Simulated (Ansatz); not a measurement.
**H2O on the 1x1 (100) surface of monoclinic HfO2 (cut with top plane 2 O), one in a 1x1 cell, started at the site 'hollow O-O-O over O at depth 6.8 Å'**

Host crystal: monoclinic HfO2, with a band gap (PBE, scalar-relativistic without spin-orbit coupling).

These are HSE06, at the PBE geometry (plane waves to 420 eV, PAW; Ansatz, an electronic-structure program) values and carry that method's errors.

Slab: 27 atoms, 9.3 Å thick at the start under the adsorbate (thin: gaps and levels are the slab's own); k 3x3x1, smearing 0.01 eV, dipole-corrected; single point; no symmetry held, on the structure that PBE left; no spin, no spin-orbit, no U, no dispersion correction. At the end it is bonded to Hf + O. In PBE it is, or lies within 0.03 eV of, the lowest of the starts that converged; the order may differ at this level.

The energy of the end state, in which the adsorbate came apart, against H2O(g) at the same level comes out as -1.76 eV, the change of the step from the bottom to the top vacuum level, against the clean slab is -1.02 eV and the height of the binding atom over the mean of the host atoms within 0.3 Å of the top one is 1.193 bohr. The caution is the clean host was not checked against rearrangement in a larger or rattled cell and the cost is very roughly 50 core-minutes.

A negative adsorption energy means that the adsorbate is more stable on the surface than in its reference.
